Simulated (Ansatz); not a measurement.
The parent structure is HfH2 in the CdI2 type structure (space group P-3m1, No. 164; a hypothetical phase, not in the database extracts checked; layered, stacked along the Cartesian z axis).

```
CELL_PARAMETERS angstrom
      3.06557     0.00000     0.00000
     -1.53279     2.65486     0.00000
      0.00000     0.00000     4.38892
ATOMIC_POSITIONS crystal
  Hf 0.00000 0.00000 0.00000
  H  0.33333 0.66667 0.22333
  H  0.66667 0.33333 0.77667
```

Method: r2SCAN+rVV10 (Ansatz, an electronic-structure program, PAW, no spin-orbit coupling).

Base values:

| Quantity | Value |
|---|---|
| In-plane lattice parameter a | 3.066 Å |
| Shortest interatomic distance | 2.023 Å |

The change: a free-standing slab of 1 layer (3 atoms, 3 a layer) is cut normal to the stacking axis, with 15 Å of vacuum and the in-plane cell relaxed.

Problem. How does this affect the in-plane lattice parameter a, excess energy per area of both faces and shortest interatomic distance?

Solution. The in-plane lattice parameter a shrinks by 0.067 Å to 2.999 Å; the excess energy per area of both faces (slab less bulk energy over the cell's area: twice a surface energy) is 0.4 J/m² (uncertain by up to 0.06 J/m²); the shortest interatomic distance increases by 0.037 Å (2.023 Å → 2.060 Å).

Slab and bulk use different k-meshes, which limits the precision of the excess energy. No phonon test of stability was made. The final runs are not spin-polarised.
